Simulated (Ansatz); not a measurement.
Hypothetical P4_2/mnm AlN: response to strain

The reference is AlN (space group P4_2/mnm, No. 136; a = 5.294 Å, c = 3.109 Å; a hypothetical phase, not in the database extracts checked). Axes: x, y, z lie along a, b, c of the conventional cell.

Strains are applied to the cell and any free atomic positions relax.

Levels (all Ansatz, a quantum-chemistry and plane-wave program, PAW): PBEsol (420 eV, without spin-orbit coupling); r2SCAN (500 eV, without spin-orbit coupling); HSE06 (420 eV, without spin-orbit coupling).

Band gaps by level, all at the geometries relaxed with PBEsol:

```json
[
 {"case": "base", "PBEsol": "3.75 eV", "r2SCAN": "4.43 eV", "HSE06": "5.14 eV"},
 {"case": "isotropic strain −0.93 %", "PBEsol": "3.93 eV", "r2SCAN": "4.63 eV", "HSE06": "5.35 eV"},
 {"case": "isotropic strain +2.23 %", "PBEsol": "3.30 eV", "r2SCAN": "3.95 eV", "HSE06": "4.65 eV"},
 {"case": "uniaxial strain ε_yy = −4.86 %", "PBEsol": "3.96 eV", "r2SCAN": "4.67 eV", "HSE06": "5.40 eV"},
 {"case": "strain tensor (xx, yy, zz, yz, xz, xy) = (−0.19, +0.30, −0.30, −0.03, −0.01, −0.91) %", "PBEsol": "3.74 eV", "r2SCAN": "4.42 eV", "HSE06": "5.14 eV"}
]
```

Single points use the geometry relaxed with PBEsol. HSE06 was sampled on its mesh, a few special points and the semilocal edge points, so its gap is an upper bound. No phonon test of stability was made.
